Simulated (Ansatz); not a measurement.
Data:

End structure of a constructed model of the (0001) surface of 4H silicon carbide, Si-terminated, C trimer, 2x2 (bottom of the slab: 4 H on 4 bottom sites):

```
CELL_PARAMETERS angstrom
      6.18818     0.00000     0.00000
     -3.09409     5.35912     0.00000
      0.00000     0.00000    27.50000
ATOMIC_POSITIONS crystal
  C  0.00000 0.00000 0.33792
  C  0.50000 0.00000 0.33792
  C  0.00000 0.50000 0.33792
  C  0.50000 0.50000 0.33792
  Si 0.33333 0.16667 0.36098
  Si 0.83333 0.16667 0.36098
  Si 0.33333 0.66667 0.36098
  Si 0.83333 0.66667 0.36098
  C  0.33360 0.16721 0.43022
  C  0.83333 0.16667 0.42946
  C  0.33360 0.66640 0.43022
  C  0.83279 0.66640 0.43022
  Si 0.99917 0.00083 0.45278
  Si 0.50165 0.00083 0.45278
  Si 0.99917 0.49835 0.45278
  Si 0.50000 0.50000 0.45374
  C  0.99856 0.00144 0.52156
  C  0.50288 0.00144 0.52156
  C  0.99856 0.49712 0.52156
  C  0.50000 0.50000 0.52358
  Si 0.16547 0.33274 0.54636
  Si 0.66726 0.33274 0.54636
  Si 0.16667 0.83333 0.54162
  Si 0.66726 0.83453 0.54636
  C  0.16485 0.33243 0.61736
  C  0.66757 0.33243 0.61736
  C  0.16667 0.83333 0.60822
  C  0.66757 0.83515 0.61736
  Si 0.00313 0.99687 0.63642
  Si 0.49374 0.99687 0.63642
  Si 0.00313 0.50626 0.63642
  Si 0.50000 0.50000 0.64272
  H  0.00045 0.99955 0.29781
  H  0.49911 0.99955 0.29781
  H  0.00045 0.50089 0.29781
  H  0.50000 0.50000 0.29780
  C  0.09008 0.90992 0.69767
  C  0.09008 0.68015 0.69767
  C  0.31985 0.90992 0.69767
```

Set-up: 39 atoms, 11.2 Å thick at the start with caps and adatoms (thin: gaps and levels are the slab's own); mesh 5x5x1; 0.025 eV smearing; dipole correction on; single point; on the structure that PBE left under its start's symmetry; no spin (no spin-polarised run to compare, though such a face may carry moments), no spin-orbit, no U. The slab shows no gap on its mesh. It is one candidate, not shown to be the stable structure of the face.

Question: Estimate the work function of the top face that r2SCAN, at the PBE geometry (Ansatz, a program for electronic structure) returns for this input.

Answer: 4.54 eV
